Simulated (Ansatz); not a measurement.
Band structure of K₂SnHgTe₄ (I-42m, 8 atoms in the cell).

```
CELL_PARAMETERS angstrom
     -4.39353     4.39353     3.73584
      4.39353    -4.39353     3.73584
      4.39353     4.39353    -3.73584
ATOMIC_POSITIONS crystal
  K  0.50000 0.00000 0.50000
  K  0.00000 0.50000 0.50000
  Sn 0.00000 0.00000 0.00000
  Hg 0.50000 0.50000 0.00000
  Te 0.58681 0.93755 0.00000
  Te 0.06245 0.06245 0.64926
  Te 0.93755 0.58681 0.00000
  Te 0.41319 0.41319 0.35074
```

Level of theory: LDA (PW92), default PAW files made with PBE (plane waves; Ansatz, an electronic-structure program).

Settings: basis.ecutwfc = 420 eV; kpoints.mp_grid.grid = 3 3 3; hamiltonian.xc = lda; hamiltonian.pseudopotentials = {kind: paw} (the program's default PAW files); scf.occupations.method = fixed; kpoints.band_path.npoints = 8.

The starting cell comes from a database of computed structures (which also holds hypothetical and non-ambient phases and stackings), without a prior relaxation at this level. Spin-orbit coupling is off.

Q: Predict the gap along the standard path and the places of the band edges.

A: The gap along the path is 0.36 eV, from a point between Γ and X to M; the smallest direct gap on it is 0.58 eV.

Levels in eV from the top of the valence band on the path, bands 55 to 62:
| point | 55 | 56 | 57 | 58 | 59 | 60 | 61 | 62 |
|---|---|---|---|---|---|---|---|---|
| Γ | -0.34 | -0.21 | -0.11 | -0.11 | 1.28 | 2.35 | 3.33 | 3.66 |
| X | -0.91 | -0.73 | -0.42 | -0.11 | 1.39 | 2.13 | 2.61 | 3.79 |
| M | -1.25 | -0.29 | -0.29 | -0.22 | 0.36 | 2.65 | 2.98 | 2.98 |
| Z | -1.13 | -0.24 | -0.24 | -0.22 | 0.55 | 2.19 | 2.94 | 2.94 |
| P | -0.94 | -0.79 | -0.49 | -0.49 | 1.29 | 1.80 | 2.80 | 2.80 |
| N | -0.86 | -0.84 | -0.50 | -0.34 | 1.31 | 1.54 | 3.21 | 3.29 |
| Z1 | -1.13 | -0.24 | -0.24 | -0.22 | 0.55 | 2.19 | 2.94 | 2.94 |

Keys are those of Ansatz 0.2.
